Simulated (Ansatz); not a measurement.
The starting structures come from a database of crystals and need not be the phases stable at ambient conditions.

The decay constant κ of evanescent states in the gap governs leakage through a thin film.

Data:

```xyz
14
Lattice="4.7243 0.0000 0.0000 2.3621 6.0256 0.0000 0.0000 1.2721 5.0830" Properties=species:S:1:pos:R:3 pbc="T T T"
V      1.1351     2.6794     3.8258
V      5.9514     4.6184     1.2572
V      3.4972     5.2544     3.7988
V      3.5892     2.0433     1.2843
O      2.6464     1.9835     2.6307
O      4.4400     5.3142     2.4523
O      5.0085     5.9503     4.9938
O      2.0779     1.3475     0.0892
O      2.6937     3.7413     0.6688
O      4.3927     3.5564     4.4142
O      5.0558     2.9204     1.8727
O      2.0306     4.3774     3.2103
O      0.5422     0.9541     3.8123
O      4.1821     0.3180     1.2708
```

Space group of this cell: C2/c. The cell is strained (lengths along the current scaled by 0.97, ions clamped); by r2SCAN its mean pressure is -5.9 GPa.

Transport runs along the normal of the first two printed cell vectors.

The gap is the functional's own. No spin-orbit coupling. Mid-gap values are interpolated on the energy grid.

Question: State the band gap and the smallest decay constant κ at mid-gap according to r2SCAN run with Ansatz (a quantum-chemistry and plane-wave program).

Answer: Gap 1.47 eV on a 8×8×6 mesh; κ = 0.370 1/Å, at (-0.250, 0.333) of the in-plane reciprocal vectors. At the zone centre, at the nearest computed energy, the slowest state has κ = 0.40 1/Å.
